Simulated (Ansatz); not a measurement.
SnO2 with two functionals, uniaxial stress, 5 GPa compression along z

Start from SnO2 in the rutile structure (space group P4_2/mnm, No. 136; a = 4.8275 Å, c = 3.2382 Å). Axes: x, y, z lie along a, b, c of the conventional cell.

(Cell as relaxed with PBE.)

Levels (all Ansatz, a first-principles code, PAW): PBE (420 eV, no SOC); r2SCAN (500 eV, without spin-orbit coupling).

Each level relaxes its own structure.

```csv
base,PBE,r2SCAN
volume per atom,12.58 Å³,12.09 Å³
lattice parameter a,4.828 Å,4.760 Å
```

One thing is altered: uniaxial stress, 5 GPa compression along z, with the cell and atoms free to relax against it.

```tsv
quantity	PBE	r2SCAN
shortest interatomic distance	2.076 Å	(withheld)
energy relative to the base (free energy F)	+3.3 meV/atom	(withheld)
secant Young's modulus along z	300 GPa	(withheld)
```

Given the PBE results, estimate those of r2SCAN.


- shortest interatomic distance, r2SCAN: 2.055 Å
- energy relative to the base (free energy F), r2SCAN: +2.7 meV/atom
- secant Young's modulus along z, r2SCAN: 340 GPa

PBE's shortest interatomic distance lies 0.021 Å above r2SCAN's (1.0 %); PBE's energy relative to the base lies 0.5 meV/atom above r2SCAN's; PBE's secant Young's modulus along z lies 46.0 GPa below r2SCAN's. Neither level is exact; r2SCAN is the comparison here, not a measurement.

Load acts through the strain it causes; cell and atoms are relaxed under it. Stability under load was not tested beyond the relaxation.
